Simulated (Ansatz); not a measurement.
The parent structure is Cs2AgBiBr6 (space group Fm-3m, No. 225; a = 10.996 Å). Axes: x, y, z lie along the cube axes.

Perturbation: biaxial strain +1.25 %, plane normal [111], relaxed out of plane (Cartesian); in-plane vectors clamped, the third vector and the atoms free.

Level of theory: plane-wave PAW DFT at the LDA level (Ansatz, a program for electronic structure, 420 eV), scalar-relativistic without spin-orbit coupling.

### Question
Give the band edges at the high-symmetry points of the new zone, measured from its valence-band maximum.

### Answer
| point | valence edge (eV) | conduction edge (eV) |
|---|---|---|
| Γ | -0.66 | 1.84 |
| T | -1.40 | 0.92 |
| H₂ | -0.11 | 2.45 |
| H₀ | -0.11 | 2.45 |
| L | -1.34 | 0.97 |
| S₀ | -0.25 | 2.12 |
| S₂ | -0.25 | 2.12 |
| F | 0.00 | 2.44 |

The gap is 0.92 eV, indirect, F → T.

With Bi present, leaving out spin-orbit coupling can change the band edges. Whether these cells are dynamically stable was not tested. k-point labels follow each cell's own Brillouin zone.
